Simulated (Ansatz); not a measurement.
Registries of MgF2-1T on MgF2-1T; energies are over the lowest registry tried, which need not be among these:

A. parallel, shifted by (2/3,1/3); facing F atop F
B. antiparallel, shifted by (1/3,2/3); facing atoms over hollows or bridges
C. parallel, no shift; facing atoms over hollows or bridges

Levels used, each named beside its values: PBE+D3(BJ) (plane waves to 420 eV, PAW; Ansatz, an electronic-structure program); r2SCAN (plane waves to 500 eV, PAW; Ansatz). Geometries and values that name no level are of the first. No spin–orbit coupling; PBE gaps are too small against experiment. A dipole correction is on.

Task: Order them by energy over the lowest registry, lowest first.

Result: B (1.8 meV/Å²), C (3.8 meV/Å²), A (7.6 meV/Å²)
